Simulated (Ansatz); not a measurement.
Terminations of the (100) surface of rock-salt TaC, measured from the surface 'clean 1x1'. Atoms come from or go to: C: graphite, Mo: bcc Mo, Ni: fcc Ni, ferromagnetic, O: ½ O2(g), Ru: hcp Ru, Sc: hcp Sc, Ta: bcc Ta, Ti: hcp Ti, V: bcc V, Y: hcp Y, Zr: hcp Zr. ΔE is the energy of forming the row's surface from that one (negative: more stable at these reservoirs); the vacuum level's shift is aligned on the shared bottom. No zero-point or thermal terms. These are constructed structures in small cells; real faces may alloy, dewet or reconstruct in larger ones, and not all known structures of the face are among them. Slabs of about 14 Å with all that they carry, Fermi-Dirac smearing of 0.1 eV. Bottom of the slabs: a bare face, its two planes held. Relaxed from the named starts with such symmetry as they have, on meshes of like density; energies extrapolated to zero smearing; no spin-orbit coupling, no U. Spin-polarised runs, if any, are marked in brackets, and their order is one that fits the cell; the others ran without spin. A dash marks a value that is undefined for that row (no clear gap, or no work function of a gapped slab) or was not read reliably on its mesh.

Calculation: PBE (plane waves to 420 eV, PAW; Ansatz, a program for electronic structure).

```tsv
surface	atoms added per 1x1	ΔE per 1x1 (eV)	shift of the vacuum level (eV)	work function (eV)
Ru on all Ta sites of the second plane	+1 Ru, -1 Ta	2.50	0.47	4.23
Zr on all Ta sites of the second plane	-1 Ta, +1 Zr	-0.46	-0.02	3.66
Ti on all Ta sites of the top plane	-1 Ta, +1 Ti	-0.39	0.34	4.05
Zr on all Ta sites of the top plane	-1 Ta, +1 Zr	-0.41	-0.53	3.17
clean 1x1	none	0.00	0.00	3.68
Mo on all Ta sites of the top plane	+1 Mo, -1 Ta	1.51	0.51	4.21
Sc on all Ta sites of the second plane	+1 Sc, -1 Ta	-0.52	0.30	3.97
top plane replaced by VO [spin, 1.8 μB a cell]	-1 C, +1 O, -1 Ta, +1 V	-2.16	-0.99	2.71
Y on all Ta sites of the second plane	-1 Ta, +1 Y	[?]	0.69	4.36
a layer of Ta, one atom over each C	+1 Ta	[?]	0.57	4.26
a layer of Ni, one atom over each C [spin start, no net moment]	+1 Ni	0.67	0.47	4.19
a layer of Mo, one atom over each C	+1 Mo	1.44	0.10	3.79
```

Problem. Complete the blanks.

Solution. 
- Y on all Ta sites of the second plane, ΔE per 1x1 (eV): 1.41
- a layer of Ta, one atom over each C, ΔE per 1x1 (eV): 0.90
